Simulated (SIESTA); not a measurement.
SIESTA run on Al2Au (Fm-3m, 3 atoms in the cell): self-consistent single point.

Method of the run: GGA PBEsol, numerical atomic orbitals DZP, PseudoDojo PBEsol standard norm-conserving potentials (rewritten from UPF to PSML) (SIESTA).

```yaml
crystal:
  lattice:
    - [0.00000, 3.02966, 3.02966]
    - [3.02966, 0.00000, 3.02966]
    - [3.02966, 3.02966, 0.00000]
  atoms:
    - { symbol: Al, position: [0.25000, 0.25000, 0.25000] }
    - { symbol: Al, position: [0.75000, 0.75000, 0.75000] }
    - { symbol: Au, position: [0.00000, 0.00000, 0.00000] }
```

Reference input (self-consistent single point, DFT, GGA PBE, numerical atomic orbitals DZP, PseudoDojo PBE standard norm-conserving potentials (rewritten from UPF to PSML)): XC.functional = GGA; XC.authors = PBE; potentials = PseudoDojo PBE standard; PAO.BasisSize = DZP; PAO.EnergyShift = 0.01 Ry; MeshCutoff = 400 Ry; kgrid.MonkhorstPack = 6 6 6; OccupationFunction = FD; ElectronicTemperature = 100 meV; MaxSCFIterations = 150; SCF.Mixer.Method = Pulay; SCF.Mixer.Weight = 0.25. This run's input differs from it in these lines:

```diff
@@ -1,2 +1,2 @@
-# files in the folder: Al.psml Au.psml (PseudoDojo PBE standard)
+# files in the folder: Al.psml Au.psml (PseudoDojo PBEsol standard)
 SystemName  Al2Au
@@ -24,3 +24,3 @@
 XC.functional                GGA
-XC.authors                   PBE
+XC.authors                   PBEsol
 PAO.BasisSize                DZP
```

Output, abridged:

```
        iscf     Eharris(eV)        E_KS(eV)     FreeEng(eV)     dDmax    Ef(eV) dHmax(eV)
   scf:    1    -4032.760601    -4108.208388    -4108.247495  1.461577 -2.300214 33.721350
   scf:    2    -4144.584561    -4137.759845    -4137.789314  0.434366 -3.467379  0.483859
   scf:    3    -4137.789889    -4137.777178    -4137.806597  0.010911 -3.466555  0.163301
   scf:    4    -4137.786683    -4137.783812    -4137.813217  0.028263 -3.490903  0.235221
   scf:    5    -4137.773672    -4137.781923    -4137.811396  0.010091 -3.507534  0.363158
   scf:    6    -4137.786352    -4137.785272    -4137.814708  0.005953 -3.500871  0.001111
   scf:    7    -4137.785272    -4137.785272    -4137.814708  0.000018 -3.500843  0.002002
   scf:    8    -4137.785274    -4137.785273    -4137.814708  0.000036 -3.500786  0.000083
   scf:    9    -4137.785273    -4137.785273    -4137.814708  0.000001 -3.500789  0.000163
SCF Convergence by DM+H criterion
max |DM_out - DM_in|         :     0.0000011393
max |H_out - H_in|      (eV) :     0.0001634270
SCF cycle converged after 9 iterations

Using DM_out to compute the final energy and forces

siesta: E_KS(eV) =            -4137.7853

siesta: E_KS - E_eggbox =     -4137.7853

siesta: Atomic forces (eV/Ang):
     1   -0.000015   -0.000015   -0.000015
     2    0.000015    0.000015    0.000015
     3   -0.000000   -0.000000   -0.000000
   Tot   -0.000000   -0.000000   -0.000000
   Max    0.000015
   Res    0.000012    sqrt( Sum f_i^2 / 3N )
   Max    0.000015    constrained

Stress tensor Voigt[x,y,z,yz,xz,xy] (kbar):       23.22       23.22       23.22       -0.01       -0.01       -0.01
(Free)E + p*V (eV/cell)    -4138.6209
Target enthalpy (eV/cell)    -4137.8147

   [... lines left out ...]
siesta: FreeEng =     -4137.814708
siesta: Cell volume =         55.617307 Ang**3
siesta:         -23.22415753        -23.22543295  kBar
   [... lines left out ...]
   3 18.647   1.926   0.222   0.185   1.988   1.988   1.988   0.423   0.423
              0.423   1.602   1.602   1.715   1.602   1.715   0.180   0.180

              0.152   0.180   0.152

mulliken: Qtot =       25.000

Mulliken Atomic Populations:
Atom #   charge [q] valence [e]  Species
     1    -0.176378    3.176378  Al
     2    -0.176378    3.176378  Al
     3     0.352756   18.647244  Au
 Total    -0.000000
```

The run converged in 9 iterations. Against the reference run the pressure goes from 0.52 to -2.32 GPa.

The starting cell comes from a database of computed structures (which also holds hypothetical and non-ambient phases and stackings), without a prior relaxation at this level. Its lattice was rescaled by a random factor within 2.5 % of one. Values carry the incompleteness of an atom-centred basis.

Cost on one core of a shared machine: roughly 50 s.
